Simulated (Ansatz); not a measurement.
# BP (F-43m): band-edge transport data

Consider the following.

```yaml
crystal:
  lattice:
    - [0.00000, 2.26010, 2.26010]
    - [2.26010, 0.00000, 2.26010]
    - [2.26010, 2.26010, 0.00000]
  atoms:
    - { symbol: B, position: [0.00000, 0.00000, 0.00000] }
    - { symbol: P, position: [0.25000, 0.25000, 0.25000] }
```

The numbers are results of PBEsol, rigid bands (plane waves, PAW, scalar-relativistic; Ansatz, an electronic-structure program), not measurements. How the cell was made: cell and atoms relaxed with PBEsol.

The band gap comes out as 1.11 eV. The electron conductivity mass (300 K, dilute) is 0.33 mₑ and the hole conductivity mass (300 K, dilute) is 0.39 mₑ. The effective density of states N_c (300 K) is 4.1e19 cm⁻³, the effective density of states N_v (300 K) is 3.7e19 cm⁻³ and the density-of-states mass, electrons is 1.40 mₑ. The density-of-states mass, holes comes out as 1.30 mₑ, the Seebeck coefficient, n-type 1e19 cm⁻³, 300 K is -336 μV/K and the best n-type power factor at 300 K for τ = 10 fs (best axis; densities from 1e16 to 1e21 cm⁻³ tried, whether or not they can be reached) is 19.6 μW/(cm·K²) at 1e20 cm⁻³. The Seebeck coefficient, p-type 1e19 cm⁻³, 300 K is 328 μV/K and the best p-type power factor at 300 K for τ = 10 fs (best axis; densities from 1e16 to 1e21 cm⁻³ tried, whether or not they can be reached) is 15.4 μW/(cm·K²) at 1e20 cm⁻³.

Rigid bands; masses and Seebeck coefficients take one relaxation time τ for all states and one kind of carrier; polarons and phonon drag are left out. Spin-orbit coupling is left out; where it splits the top of the valence band, N_v and the p-type Seebeck coefficient come out somewhat high without it.
